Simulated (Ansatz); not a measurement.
## PBE against r2SCAN: hypothetical Fm-3m WSe2, Se → Mo

Start from WSe2 (space group Fm-3m, No. 225; a = 6.266 Å; ferromagnetic; a hypothetical phase, not in the database extracts checked).

(Cell as relaxed with PBE.)

Levels (all Ansatz, a quantum-chemistry and plane-wave program, PAW, earlier PAW set): PBE (420 eV, scalar-relativistic without spin-orbit coupling); r2SCAN (500 eV, scalar-relativistic without spin-orbit coupling).

Each level relaxes its own structure.

```csv
base,PBE,r2SCAN
volume per atom,20.50 Å³,20.46 Å³
lattice parameter a,11.840 bohr,11.832 bohr
band gap,zero,zero
largest site moment,1.29 μB,1.43 μB
```

One thing is altered: Mo takes the place of Se on all its sites; the structure is relaxed again.

```
quantity              PBE    r2SCAN
---------------  --------  --------
volume per atom  18.93 Å³  18.72 Å³
band gap             zero      zero
```

PBE's volume per atom lies 0.21 Å³ above r2SCAN's (1.1 %); the two agree on the band gap. Neither level is exact; r2SCAN is the comparison here, not a measurement.

Other magnetic orders, which the real material may have, were not ruled out. No phonon test of stability was made. As relaxed here, Mo2W is a hypothetical phase, not in the database extracts checked. Spin-polarised in the final run: PBE base and r2SCAN base; the other runs are not.
